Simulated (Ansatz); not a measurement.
# A computed series for hypothetical CsCl type BiSb: response to strain

Start from BiSb in the CsCl type structure (space group Pm-3m, No. 221; a = 3.8944 Å; a hypothetical phase, not in the database extracts checked; relaxed with 0.1 eV smearing). Axes: x, y, z lie along the cube axes.

Strains are applied to the cell and any free atomic positions relax; under biaxial strain the out-of-plane vector relaxes too.

Method: PBE/PAW in Ansatz (a quantum-chemistry and plane-wave program), no spin-orbit coupling.

Notes on the quantities. pressure: mean of the normal stresses, compression positive.

```csv
variant,pressure,volume per atom
base,0.0 GPa,29.53 Å³
"biaxial strain −3.06 %, plane normal [001], relaxed out of plane",1.1 GPa,28.99 Å³
"biaxial strain +0.84 %, plane normal [001], relaxed out of plane",-0.2 GPa,29.66 Å³
"biaxial strain +2.75 %, plane normal [111], relaxed out of plane",-1.5 GPa,30.48 Å³
isotropic strain −5.00 %,12.2 GPa,25.32 Å³
isotropic strain +1.30 %,-2.0 GPa,30.70 Å³
isotropic strain +1.70 %,-2.5 GPa,31.06 Å³
uniaxial strain ε_xx = −1.14 %,0.7 GPa,29.20 Å³
uniaxial strain ε_yy = +1.18 %,-0.6 GPa,29.88 Å³
tensor shear ε_xy = +3.94 %,0.3 GPa,29.49 Å³
```

Whether these cells are dynamically stable was not tested. All final runs are without spin polarisation.
